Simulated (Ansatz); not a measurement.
The parent structure is Na in the bcc (W type) structure (space group Im-3m, No. 229; relaxed with 0.1 eV smearing).

```
Na
1.0
   -2.08673     2.08673     2.08673
    2.08673    -2.08673     2.08673
    2.08673     2.08673    -2.08673
Na
1
Cartesian
  0.00000   0.00000   0.00000
```

Cartesian axes are those of the cell as printed.

Method: PBEsol in Ansatz (plane waves to 420 eV, PAW, no spin-orbit coupling).

Before the change:

The shortest interatomic distance comes out as 3.614 Å.

Modification: a pure shear with ε_xy = ε_yx = 0.0057; the atoms relax in the strained cell.

Task: What happens to the stress?

Result: The stress (xx, yy, zz, yz, xz, xy; compression positive) is (0.0, 0.0, 0.0, 0.0, 0.0, -0.1) GPa.

Task: What does the calculation give for the energy relative to the base after the change?

Result: The energy hardly moves.

Task: Predict the new shortest interatomic distance.

Result: The shortest interatomic distance shrinks by 0.0137 Å to 3.601 Å.

Whether these cells are dynamically stable was not tested.

Ansatz is a first-principles code.
